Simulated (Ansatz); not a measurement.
**A computed series for CdSe: pressure series**

Start from CdSe in the zinc blende structure (space group F-43m, No. 216).

CdSe is taken in the cubic space group F-43m (No. 216), the zinc blende structure, Pearson symbol cF8. Lattice parameters: a = b = c = 6.1964 Å, α = β = γ = 90.00°. Cd on 4a is coordinated by 4 Se at 2.683 Å (tetrahedral). Se on 4d has 4 Cd at 2.683 Å (tetrahedral). (Neighbours: up to the widest gap in distance over summed covalent radii, below 1.35, at either atom; cation-cation and far metal-metal contacts left out.)
(The calculation used a cell of 2 atoms; values per cell refer to that cell.)

Cell and atoms are relaxed at each pressure.

Level of theory: PBE in Ansatz (plane waves to 420 eV, PAW, without spin-orbit coupling).

```tsv
change	band gap	density	electron mass
base	0.49 eV	5.34 g/cm³	0.052 mₑ (at Γ)
pressure −2 GPa	0.39 eV	5.08 g/cm³	0.044 mₑ (at Γ)
pressure −1 GPa	0.45 eV	5.22 g/cm³	0.048 mₑ (at Γ)
pressure 0.9 GPa	0.53 eV	5.45 g/cm³	0.055 mₑ (at Γ)
pressure 2.1 GPa	0.58 eV	5.58 g/cm³	0.059 mₑ (at Γ)
pressure 4.5 GPa	0.66 eV	5.81 g/cm³	0.064 mₑ (at Γ)
pressure 9 GPa	0.79 eV	6.17 g/cm³	0.072 mₑ (at Γ)
pressure 15 GPa	0.91 eV	6.57 g/cm³	0.080 mₑ (at Γ)
pressure 22.5 GPa	1.02 eV	6.99 g/cm³	0.086 mₑ (at Γ)
pressure 30 GPa	1.10 eV	7.35 g/cm³	0.091 mₑ (at Γ)
```

Load acts through the strain it causes; cell and atoms are relaxed under it. Masses are band curvatures over ±0.01 Å⁻¹ around the edge. Stability against distortions was not tested. Tetrahedral semiconductors of this kind turn to denser phases somewhere between about 1 and 50 GPa; those were not computed, so compressed cells here can lie past the real transition.

Ansatz is a quantum-chemistry and plane-wave program.
